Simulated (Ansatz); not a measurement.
## PbTe: energy against strain

PbTe (rock salt, Fm-3m, 33.419 Å³/atom at rest) under an equal strain ε in the (111) plane with the normal axis free, as in a coherent film. PBEsol in Ansatz, a plane-wave DFT program (PAW, default set), 420 eV, 9×9×9 Γ-centred mesh, Fermi-Dirac smearing 0.05 eV; ions are relaxed within the symmetry of each cell.

Here s stands for strain and y for E less E0.

| strain (%) | E less E0 (meV/atom) |
|---|---|
| -2.50 | ? |
| -1.25 | 2.08 |
| -0.83 | 0.92 |
| -0.42 | 0.24 |
| 0.00 | 0.00 |
| 0.42 | 0.22 |
| 0.83 | 0.87 |
| 1.25 | 1.95 |

The 7 complete rows are fitted with a parabola, y against s. Least squares gives y = 0.003 - 0.0437·s + 1.2885·s². Residuals (row less fit): 0.009, -0.007, -0.009, -0.003, 0.008, 0.016, -0.012; standard error 0.013 (degrees of freedom: 4). Twice the quadratic coefficient over the volume, 2 × 1.2885 meV × 10⁴ × 0.1602 / 33.419 Å³, is twice the biaxial elastic modulus of this plane = 124 ± 0.8 GPa.

Estimate the missing y (s = -2.50); what did the run itself give?

y = 0.003 - 0.0437 × (-2.50) + 1.2885 × (-2.50)² = 8.165 meV/atom. The calculation gives 8.47 meV/atom, 0.305 meV/atom above the prediction (3.6 % of the range of y in the table). The row lies outside the fitted rows, so this is an extrapolation. From the scatter of the fitted rows alone, a prediction at this place has a standard error of 0.049 meV/atom, so the miss is 6.2 times that.

One order more, fitted to all 13 runs of the series, follows each within 0.01, so the miss is the next term of a smooth law. Rows are the converged runs of the series near zero and its far end; series whose fitted rows scatter by over a few per cent of the range, as at a crossing or softening among them, aren't shown in this form. Most that stay on the fit to the last digits aren't either.
